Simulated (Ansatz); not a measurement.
Structures of equal composition on the (0001) surface of hcp Ti: a layer of Os in place of the second plane; a layer of Os in place of the third plane. The slabs share one bottom face, and each structure is named by its start. These are constructed structures in small cells; real faces may alloy, dewet or reconstruct in larger ones, and not all known structures of the face are among them. Slabs of about 12 Å with all that they carry, Fermi-Dirac smearing of 0.1 eV. Bottom of the slabs: a bare face, its two planes held. Relaxed from the named starts with such symmetry as they have, on meshes of like density; energies extrapolated to zero smearing; no spin-orbit coupling, no U. Spin-polarised runs, if any, are marked in brackets, and their order is one that fits the cell; the others ran without spin.

Calculation: PBE (plane waves to 420 eV, PAW; Ansatz, an electronic-structure program).

**Question.** Put the candidates in order of energy per 1x1 cell, lowest first, for PBE.

**Answer.** a layer of Os in place of the third plane (0.000 eV), a layer of Os in place of the second plane (0.069 eV)
